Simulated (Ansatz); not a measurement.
# GaS, point defects

Start from an 8-atom supercell of GaS in the beta-GaS type structure (space group P6_3/mmc, No. 194; a = 3.591 Å, c = 15.450 Å; layered, stacked along the Cartesian z axis) at its relaxed geometry.

One neutral defect a cell, atoms relaxed at fixed cell.

Computed with PBE-D3(BJ) (Ansatz, a first-principles code), no spin-orbit coupling, earlier PAW set.

| change | largest displacement of a host atom from its site in the perfect cell | pressure |
|---|---|---|
| perfect supercell | – | 0.0 GPa |
| W on a S site | 0.73 Å | -2.9 GPa |
| S interstitial (started 2.41 Å from the nearest host atom), symmetric start | 0.45 Å | 0.9 GPa |
| Si on a S site | 0.09 Å | -0.9 GPa |

The magnetic state is the one reached from the starting moments; the real material's order can differ, and small cells can't hold many antiferromagnetic ones. The cell is small, so the values are those of an ordered compound at a high defect concentration; dilute-limit values will differ. A case with no gap was solved on a k-mesh chosen for an insulator, which is coarse for it. Defects with a symmetric start kept the site's symmetry and may sit on a saddle; the others started slightly shaken. Seeded moments were not kept for W on a S site, S interstitial (started 2.41 Å from the nearest host atom) and Si on a S site. The D3 term's C6 switches between coordination references near this geometry, which can add small steps to energies.
